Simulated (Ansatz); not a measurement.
The starting structures come from a database of crystals and need not be the phases stable at ambient conditions.

By PBEsol, the system below comes out a metal.

The ballistic (Sharvin) conductance counts the channels at the Fermi level: G/A = (e²/h) × channels of both spins per area.

Here is the system:

```xyz
1
Lattice="3.4531 0.0000 0.0000 0.0000 3.5511 0.0000 1.7265 1.7755 2.4085" Properties=species:S:1:pos:R:3 pbc="T T T"
Sn     0.0000     0.0000     0.0000
```

Space group of this cell: Immm. The cell is strained (lengths along the current scaled by 1.03, ions clamped); by PBEsol its mean pressure is -4.6 GPa.

The current flows along the normal of the first two printed cell vectors. No spin-orbit coupling; the value is a mean over 0.1 eV about the Fermi level.

Problem. Predict the ballistic conductance per area from PBEsol run with Ansatz (a quantum-chemistry and plane-wave program).

Solution. 1.1 × 10¹⁵ S/m² for both spins.
